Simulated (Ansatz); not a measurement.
## PtS2 under a change: biaxial strain −3.71 %, plane normal [001], relaxed out of plane

Start from PtS2 in the CdI2 type structure (space group P-3m1, No. 164; a = 3.552 Å, c = 5.128 Å; layered, stacked along the Cartesian z axis). Axes: x lies along a and z along c of the hexagonal cell.

It is then changed as follows: compressive biaxial strain of 3.71 % in the plane normal to [001], as in epitaxy on a mismatched substrate; the out-of-plane cell vector and the atoms relax.

The values are results of r2SCAN+rVV10 (Ansatz, a first-principles code; PAW; 500 eV plane waves; no spin-orbit coupling), not measurements. k-mesh 11×11×7 (Γ-centred); smearing 0.05 eV (Fermi–Dirac).

Volume per atom: 18.79 Å³ (base 18.68 Å³)
Space group: P-3m1 (No. 164) (base P-3m1 (No. 164))
Shortest interatomic distance: 2.366 Å (base 2.389 Å)
Pressure (mean of the normal stresses, compression positive): 5.40 GPa (base 0.00 GPa)
Band gap: 1.22 eV (base 0.80 eV)
Gap character: indirect, k = (0, 0.182, -0.286) in the run's primitive reciprocal basis → K–Γ (19 % along) (base indirect, Γ → k = (0, 0.273, 0.286) in the run's primitive reciprocal basis)
Smallest direct gap: 1.44 eV (base 1.05 eV)
Width of the top valence band: 2.13 eV (base 2.50 eV)
Out-of-plane strain: +8.50 %
Ratio −ε⊥/ε∥: 2.29
Mean in-plane stress (compression positive): +8.1 GPa

With Pt present, leaving out spin-orbit coupling can change the band edges. No phonon test of stability was made.
